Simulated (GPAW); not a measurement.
Input and output of a self-consistent single point for BaMg3 (P1, 4 atoms in the cell) (GPAW).

Level of theory: LDA (Perdew-Wang 92), GPAW PAW datasets LDA (gpaw-data 1.0.1) (plane waves; GPAW 25.7.0).

The change in words: atoms moved at random. Reference geometry:
```xyz
4
Lattice="3.6334 0.0000 0.0000 0.0000 5.1998 0.0000 0.0000 0.0000 6.7173" Properties=species:S:1:pos:R:3 pbc="T T T"
Ba     0.0000     0.0000     1.0703
Mg     1.8167     0.0000     4.4267
Mg     1.8167     2.5999     2.7235
Mg     0.0000     2.5999     5.2140
```

Reference input (self-consistent single point, DFT LDA (Perdew-Wang 92), plane waves, GPAW PAW datasets LDA (gpaw-data 1.0.1)): mode = pw; ecut = 850 eV; xc = LDA; kpts = 7 5 4; mesh shift (steps) = 0 0 0; occupations.name = methfessel-paxton; occupations.width = 0.1 eV; occupations.order = 0; nbands = -8; convergence.density = 1e-05 e/electron; symmetry.symmorphic = false; symmetry.tolerance = 0.0005. This run's input differs from it in these lines:

```diff
@@ -8,6 +8,6 @@
                     [0.000000, 0.000000, 6.717283]],
-              positions=[[0.000000, 0.000000, 1.070332],
-                         [1.816700, 0.000000, 4.426689],
-                         [1.816700, 2.599908, 2.723522],
-                         [0.000000, 2.599908, 5.213955]],
+              positions=[[0.019777, 0.026982, 1.090376],
+                         [1.765455, 0.018449, 4.417541],
+                         [1.854280, 2.543651, 2.742526],
+                         [-0.006115, 2.610739, 5.184063]],
               pbc=True)
```

The program printed (abridged):

```
     iter     time        total  log10-change:
                         energy   eigst   dens
iter:   1 --:--:--    -7.562811
iter:   2 --:--:--    -7.691192   -0.49  -1.44
iter:   3 --:--:--    -7.629668   -1.39  -1.47
iter:   4 --:--:--    -7.589075   -1.89  -1.58
iter:   5 --:--:--    -7.556550   -2.88  -1.91
iter:   6 --:--:--    -7.555862   -3.47  -2.23
iter:   7 --:--:--    -7.554517c  -3.62  -2.28
iter:   8 --:--:--    -7.553736c  -4.22  -2.70
iter:   9 --:--:--    -7.553553c  -5.42  -2.81
iter:  10 --:--:--    -7.553269c  -4.75  -2.88
iter:  11 --:--:--    -7.553230c  -6.04  -3.22
iter:  12 --:--:--    -7.553174c  -5.66  -3.29
iter:  13 --:--:--    -7.553174c  -6.38  -3.71
iter:  14 --:--:--    -7.553170c  -6.82  -3.83
iter:  15 --:--:--    -7.553168c  -7.44c -3.96
iter:  16 --:--:--    -7.553169c  -7.30  -4.02
iter:  17 --:--:--    -7.553169c  -8.39c -4.46
iter:  18 --:--:--    -7.553170c  -8.36c -4.52
iter:  19 --:--:--    -7.553170c  -8.67c -4.81
iter:  20 --:--:--    -7.553170c  -9.44c -4.91
iter:  21 --:--:--    -7.553170c  -9.60c -4.95
iter:  22 --:--:--    -7.553170c  -9.60c -5.06c
Converged after 22 iterations.

Dipole moment: (-0.730814, -1.867550, -3.772781) |e|*Ang

Energy contributions relative to reference atoms: (reference = -237389.463603)

Kinetic:         -6.368089
Potential:      +12.149276
External:        +0.000000
XC:             -13.042634
Entropy (-ST):   -0.015300
Local:           -0.284074
SIC:             +0.000000
--------------------------
Free energy:     -7.560820
Extrapolated:    -7.553170

Showing only first 2 kpts
 Kpt  Band  Eigenvalues  Occupancy
  0    18      2.82431    2.00000
  0    19      3.74473    2.00000
  0    20      3.82649    1.99993
  0    21      4.96587    0.00000

  1    18      3.40896    2.00000
  1    19      3.52159    2.00000
  1    20      4.12978    0.75806
  1    21      5.13563    0.00000

Fermi level: 4.10800

No gap
No difference between direct/indirect transitions
Energy (eV): -7.55317

Forces in eV/Ang:
  0 Ba   -0.01294   -0.15112   -0.07012
  1 Mg    0.05432   -0.10109    0.01798
  2 Mg   -0.04483    0.21887   -0.03789
  3 Mg    0.00345    0.03329    0.09019

Stress tensor:
     0.006736    -0.000018    -0.000569
    -0.000018     0.006350    -0.000639
    -0.000569    -0.000639     0.005848
Stress (GPa, Voigt): [ 1.0792  1.0174  0.937  -0.1023 -0.0912 -0.0029]
```

The run converged in 22 iterations. GPAW prints stress with tension positive. Against the reference run the free energy rises by 3.4 meV/atom, the pressure goes from -1.14 to -1.01 GPa and the largest force goes from 0.026 to 0.227 eV/Å.

The starting cell comes from a database of computed structures (which also holds hypothetical and non-ambient phases and stackings), without a prior relaxation at this level. Its lattice was rescaled by a random factor within 2.5 % of one. For this run, on top of that: atoms moved at random.

Cost on one core of a shared machine: roughly 2 min.
